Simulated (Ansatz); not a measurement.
Partial pair distribution functions of a relaxed model of amorphous Si$_{24}$O$_{48}$La, broadened by 0.06 Å; density 2.37 g/cm³. Method: PBE, scalar-relativistic without spin-orbit coupling (plane waves to 420 eV, PAW; Ansatz, a first-principles code). The usual formal charges leave 3 electrons over, so the level spacing at the Fermi energy parts defect or band states and needn't be the band gap. In the spin-polarised cell the level spacing at the Fermi energy can part levels of unlike spin.

The cell was made by melting and quenching with the CHGNet potential and then relaxed with DFT. O atoms were pushed apart under 1.9 Å during the dynamics, to hinder bonds among them. The hot cell started wider than the set density and was brought back towards it in steps. It is the lowest in DFT energy of 2 quenches. It is a model cell: composition and starting density were chosen by hand, and all elements were melted together. No dispersion term was used. Its density started from a set value of 2.37 and ended at 2.37 g/cm³. Cooling (nominally 320 K/ps over its main leg) ran many orders faster than in experiment, which tends to leave more defects and strain. One small periodic cell is one sample of the glass; other quenches scatter about these values. The volume was held where the preparation left it and the shape relaxed, at a PBE pressure of 2.0 GPa. Stress components on the final sampling reach 2.6 GPa. Cycles of charging lowered its energy after that relaxation.

```json
[
 {"r (Å)": "1.35", "g Si-O": "0.00", "g O-La": "0.00", "g Si-Si": "0.00", "g O-O": "0.00"},
 {"r (Å)": "1.45", "g Si-O": "0.31", "g O-La": "0.00", "g Si-Si": "0.00", "g O-O": "0.00"},
 {"r (Å)": "1.55", "g Si-O": "8.07", "g O-La": "0.00", "g Si-Si": "0.00", "g O-O": "0.00"},
 {"r (Å)": "1.65", "g Si-O": "16.07", "g O-La": "0.00", "g Si-Si": "0.00", "g O-O": "0.00"},
 {"r (Å)": "1.75", "g Si-O": "2.42", "g O-La": "0.00", "g Si-Si": "0.00", "g O-O": "0.00"},
 {"r (Å)": "1.85", "g Si-O": "0.03", "g O-La": "0.00", "g Si-Si": "0.00", "g O-O": "0.00"},
 {"r (Å)": "1.95", "g Si-O": "0.00", "g O-La": "0.00", "g Si-Si": "0.00", "g O-O": "0.00"},
 {"r (Å)": "2.05", "g Si-O": "0.00", "g O-La": "0.26", "g Si-Si": "0.00", "g O-O": "0.00"},
 {"r (Å)": "2.15", "g Si-O": "0.00", "g O-La": "4.16", "g Si-Si": "0.01", "g O-O": "0.00"},
 {"r (Å)": "2.25", "g Si-O": "0.00", "g O-La": "5.92", "g Si-Si": "0.21", "g O-O": "0.00"},
 {"r (Å)": "2.35", "g Si-O": "0.00", "g O-La": "0.87", "g Si-Si": "0.32", "g O-O": "0.00"},
 {"r (Å)": "2.45", "g Si-O": "0.00", "g O-La": "0.01", "g Si-Si": "0.03", "g O-O": "0.28"},
 {"r (Å)": "2.55", "g Si-O": "0.00", "g O-La": "0.00", "g Si-Si": "0.00", "g O-O": "3.14"},
 {"r (Å)": "2.65", "g Si-O": "0.00", "g O-La": "0.00", "g Si-Si": "0.02", "g O-O": "6.98"},
 {"r (Å)": "2.75", "g Si-O": "0.01", "g O-La": "0.00", "g Si-Si": "0.54", "g O-O": "3.89"},
 {"r (Å)": "2.85", "g Si-O": "0.08", "g O-La": "0.15", "g Si-Si": "2.39", "g O-O": "0.76"},
 {"r (Å)": "2.95", "g Si-O": "0.16", "g O-La": "2.04", "g Si-Si": "3.67", "g O-O": "0.40"},
 {"r (Å)": "3.05", "g Si-O": "0.27", "g O-La": "1.80", "g Si-Si": "4.74", "g O-O": "0.49"},
 {"r (Å)": "3.15", "g Si-O": "0.48", "g O-La": "0.10", "g Si-Si": "3.12", "g O-O": "0.52"},
 {"r (Å)": "3.25", "g Si-O": "0.79", "g O-La": "0.00", "g Si-Si": "0.67", "g O-O": "0.60"},
 {"r (Å)": "3.35", "g Si-O": "1.04", "g O-La": "0.20", "g Si-Si": "0.03", "g O-O": "0.60"},
 {"r (Å)": "3.45", "g Si-O": "1.36", "g O-La": "1.01", "g Si-Si": "0.00", "g O-O": "0.52"},
 {"r (Å)": "3.55", "g Si-O": "1.37", "g O-La": "0.32", "g Si-Si": "0.08", "g O-O": "0.63"},
 {"r (Å)": "3.65", "g Si-O": "1.27", "g O-La": "0.01", "g Si-Si": "0.38", "g O-O": "0.66"},
 {"r (Å)": "3.75", "g Si-O": "1.46", "g O-La": "0.26", "g Si-Si": "0.23", "g O-O": "0.73"},
 {"r (Å)": "3.85", "g Si-O": "1.47", "g O-La": "2.40", "g Si-Si": "0.19", "g O-O": "0.79"},
 {"r (Å)": "3.95", "g Si-O": "1.53", "g O-La": "2.03", "g Si-Si": "0.37", "g O-O": "0.59"},
 {"r (Å)": "4.05", "g Si-O": "1.69", "g O-La": "0.16", "g Si-Si": "0.46", "g O-O": "0.54"},
 {"r (Å)": "4.15", "g Si-O": "2.04", "g O-La": "0.30", "g Si-Si": "0.68", "g O-O": "0.63"},
 {"r (Å)": "4.25", "g Si-O": "1.86", "g O-La": "0.66", "g Si-Si": "0.84", "g O-O": "0.84"},
 {"r (Å)": "4.35", "g Si-O": "1.09", "g O-La": "0.75", "g Si-Si": "1.04", "g O-O": "0.86"},
 {"r (Å)": "4.45", "g Si-O": "0.53", "g O-La": "2.39", "g Si-Si": "1.48", "g O-O": "0.86"},
 {"r (Å)": "4.55", "g Si-O": "0.50", "g O-La": "2.86", "g Si-Si": "1.38", "g O-O": "0.93"},
 {"r (Å)": "4.65", "g Si-O": "0.70", "g O-La": "2.00", "g Si-Si": "1.22", "g O-O": "1.07"},
 {"r (Å)": "4.75", "g Si-O": "0.68", "g O-La": "1.79", "g Si-Si": "1.10", "g O-O": "1.49"},
 {"r (Å)": "4.85", "g Si-O": "0.69", "g O-La": "1.56", "g Si-Si": "1.17", "g O-O": "1.29"},
 {"r (Å)": "4.95", "g Si-O": "0.76", "g O-La": "1.46", "g Si-Si": "1.41", "g O-O": "1.61"}
]
```

Within 1.88 Å each Si has 3.88 O neighbours on average.
